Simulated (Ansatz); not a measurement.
**AlN: response to strain**

Base system: AlN in the zinc blende structure (space group F-43m, No. 216; a = 4.378 Å). Axes: x, y, z lie along the cube axes.

Strains are applied to the cell and any free atomic positions relax.

Calculations: PBEsol/PAW in Ansatz (a first-principles code), no SOC.

Notes on the quantities. energy relative to the base: free energy F.

| case | shortest interatomic distance | band gap | energy relative to the base |
|---|---|---|---|
| base | 189.6 pm | 3.19 eV | 0 meV/atom |
| uniaxial strain ε_zz = −3.00 % | 187.7 pm | 3.04 eV | (withheld) |
| uniaxial strain ε_zz = −2.50 % | (withheld) | 3.06 eV | +5.9 meV/atom |
| uniaxial strain ε_zz = −2.00 % | 188.3 pm | 3.09 eV | +3.7 meV/atom |
| uniaxial strain ε_zz = −1.50 % | 188.6 pm | 3.11 eV | +2.1 meV/atom |
| uniaxial strain ε_zz = −1.00 % | 188.9 pm | 3.14 eV | +0.9 meV/atom |
| uniaxial strain ε_zz = −0.50 % | 189.2 pm | (withheld) | +0.2 meV/atom |
| uniaxial strain ε_zz = +0.50 % | 189.9 pm | 3.18 eV | +0.2 meV/atom |
| uniaxial strain ε_zz = +1.00 % | 190.2 pm | (withheld) | +0.9 meV/atom |
| uniaxial strain ε_zz = +2.00 % | 190.8 pm | 3.12 eV | +3.7 meV/atom |

Question: Some entries are withheld; estimate them.

Answer: 
- uniaxial strain ε_zz = −3.00 %, energy relative to the base: +8.5 meV/atom
- uniaxial strain ε_zz = −2.50 %, shortest interatomic distance: 188.0 pm
- uniaxial strain ε_zz = −0.50 %, band gap: 3.17 eV
- uniaxial strain ε_zz = +1.00 %, band gap: 3.16 eV

Stability against distortions was not tested. This is not the structure that AlN has at room temperature and ambient pressure.
